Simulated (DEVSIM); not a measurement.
Device: illuminated Si p-on-n cell, one wavelength, at 300 K.

Layer 1 from the left is Si, thickness (μm) 0.0880, Na (cm⁻³) 5e18, τn (s) 1.6e-6, τp (s) 1.3e-6, absorption coefficient (cm⁻¹) 3800. Layer 2 from the left is Si, thickness (μm) 180, Nd (cm⁻³) 6.5e15, τn (s) 1.6e-5, τp (s) 1.6e-5, absorption coefficient (cm⁻¹) 3800.

Left contact: ohmic, minority electron recombination velocity 20 cm/s. Right contact: ohmic, minority hole recombination velocity 7e6 cm/s. Voltage is applied to the left contact. Recombination: SRH at mid-gap, radiative, Auger. Light enters at the left, 3.9e17 photons cm⁻² s⁻¹, one pass, no reflection. Mobility is constant in doping.

The device is made up for the run: typed textbook-type constants, with dimensions and the other settings drawn at random. Values at 300 K.

Si: gap (eV) 1.124, affinity (eV) 4.05, permittivity 11.7, Nc (cm⁻³) 2.86e19, Nv (cm⁻³) 3.1e19, μn (cm²/Vs) 1417, μp (cm²/Vs) 470, B (cm³/s) 4.7e-15, Cn (cm⁶/s) 2.8e-31, Cp (cm⁶/s) 9.9e-32.

DEVSIM, 1D drift-diffusion, Boltzmann statistics, complete ionisation; no tunnelling, impact ionisation, image-force lowering or self-heating.

**Question.** What does the simulation give for the fill factor, the dark forward voltage at 1 A/cm²?

**Answer.** fill factor 0.83; dark forward voltage at 1 A/cm² 0.702 V.
